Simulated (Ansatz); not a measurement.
Results of LDA (Ansatz, an electronic-structure program, plane waves, PAW) for MoPt (Amm2, No. 38, 8 atoms in the cell; start mp-1221441).

Numerical settings: plane-wave cutoff 520 eV, 12×12×12 k mesh, Fermi–Dirac smearing 0.05 eV, no spin polarisation, scalar-relativistic PAW data made under PBE.

Cell (relaxed at this level):

Space group Amm2 (No. 38); a = 4.4290 Å, b = 5.5637 Å, c = 9.5506 Å, α = 90.00°, β = 90.00°, γ = 90.00°

```
atom  site  symmetry       x       y       z
----  ----  --------  ------  ------  ------
Mo      2a       mm2  0.0000  0.0000  0.3349
Mo      2b       mm2  0.5000  0.5000  0.1658
Mo      4d       m..  0.0000  0.2575  0.0805
Pt      2a       mm2  0.0000  0.0000  0.8346
Pt      4e       m..  0.5000  0.2523  0.4179
Pt      2b       mm2  0.5000  0.5000  0.6681
```
(The calculation used a cell of 8 atoms; values per cell refer to that cell.)

Problem. Estimate the bulk modulus that the calculation returns.

Solution. 
* **bulk modulus**: 310 GPa

Note: the run has no spin polarisation, so it can have missed a magnetic state; the bulk modulus is −V dP/dV from two relaxed cells at ±2 % in volume; the relaxation could not lower the start's symmetry, so the cell can be a saddle point above a distorted one.

Spin–orbit coupling is not included.

Computing time: around 17 core-minutes (rough).

A start named mp-… is a Materials Project structure, which need not be a measured phase.
